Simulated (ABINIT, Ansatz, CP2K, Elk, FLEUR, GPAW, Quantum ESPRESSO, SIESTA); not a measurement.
# One structure in several programs: Y₂Ge₃ (P-6m2, 5 atoms in the cell)

Self-consistent single point, at a second geometry (lattice scaled by 0.98). First geometry:

```
CELL_PARAMETERS angstrom
      4.39243     0.00000     0.00000
     -2.19622     3.80396     0.00000
      0.00000     0.00000     7.10729
ATOMIC_POSITIONS crystal
  Y  0.00000 0.00000 0.72993
  Y  0.00000 0.00000 0.27007
  Ge 0.33333 0.66667 0.00000
  Ge 0.66667 0.33333 0.50000
  Ge 0.66667 0.33333 0.00000
```

Shared settings, as Ansatz (a program for electronic structure) writes them: kpoints.mp_grid.grid = 7 7 4; scf.occupations.method = fermi_dirac; scf.occupations.width = 0.0073 Ry. Potentials and cutoffs stand in the table.

| code | model | ΔF from the first geometry (meV/atom) | pressure (GPa) | largest force (eV/Å) | cutoff |
|---|---|---|---|---|---|
| SIESTA | GGA PBEsol, numerical atomic orbitals DZP, PseudoDojo PBEsol standard norm-conserving potentials (rewritten from UPF to PSML) | -0.7 | 2.33 | 0.207 | grid 400 Ry |
| FLEUR | PBEsol, all-electron FLAPW (FLEUR), scalar-relativistic valence | -4.2 | – | 0.248 | Kmax 3.8 1/bohr |
| ABINIT | PBEsol, norm-conserving pseudopotentials (PseudoDojo nc-sr-04 PBEsol standard) | -5.4 | 1.46 | 0.253 | 39 Ha |
| Elk | PBEsol, all-electron FP-LAPW, Elk's shipped species files, default APW+lo basis | -3.4 | – | – | rgkmax 7 |
| Quantum ESPRESSO | PBEsol, PSlibrary PAW (PBE) pseudopotentials | -3.7 | 1.65 | 0.266 | 45 Ry |
| CP2K | PBEsol, GPW, DZVP-MOLOPT-SR-GTH basis, GTH-PBE potentials (GTH_POTENTIALS) | 12.5 | 3.66 | 0.247 | grid 500 Ry |
| Ansatz | PBEsol, PAW files made with PBE | -5.8 | 1.41 | 0.256 | default |
| GPAW | PBEsol, GPAW PAW datasets PBEsol (made by gpaw-setup) | -5.6 | 1.43 | 0.264 | 600 eV |

A dash marks a value that a program does not give, or that is left out as unsure.

The spread over the programs that give each value: ΔF from the first geometry within 18.3 meV/atom; pressure within 2.25 GPa; largest force within 0.059 eV/Å.

SIESTA and CP2K use small atom-centred bases, whose incompleteness enters pressures, forces and empty levels differently from a plane-wave cutoff. FLEUR and Elk treat all electrons, but the usual bases taken here (sphere radii, linearisation, local orbitals, empty states) were not tested for convergence, so the values are no reference for the others. Ansatz's pressure is given at a fixed set of plane waves, as the other plane-wave codes print theirs. In the pressure, CP2K (by 2.21) lies more than 1 GPa from the median of the plane-wave programs.

The starting cell comes from a database of computed structures (which also holds hypothetical and non-ambient phases and stackings), without a prior relaxation at this level. For this run, on top of that: lattice scaled by 0.98.

Keys are those of Ansatz 0.2.
